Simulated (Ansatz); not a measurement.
## Response to strain in BP

Take BP in the zinc blende structure (space group F-43m, No. 216; a = 4.5485 Å) as the base.

Strains are applied to the cell and any free atomic positions relax.

Method: DFT with PBE, PAW potentials and a 420 eV plane-wave cutoff in Ansatz (an electronic-structure program), spin-orbit coupling left out.

| isotropic strain (%) | pressure (GPa) |
|---|---|
| -3.43 | 20.7 |
| -2.49 | ? |
| -1.87 | 10.2 |
| 0 | 0.0 |
| 2.15 | -9.1 |
| 4.57 | -16.7 |

Problem. Fit P = P₀ − Bδ + Cδ² with δ = (1 + ε)³ − 1 to the rows shown and predict the withheld row.

Solution. Least squares on the printed values gives P₀ = 0.1 GPa, B = 169 GPa, C = 366 GPa (largest residual 0.3 GPa); this predicts 14.3 GPa, and the run gives 14.1 GPa, 0.2 lower.

Stability against distortions was not tested.
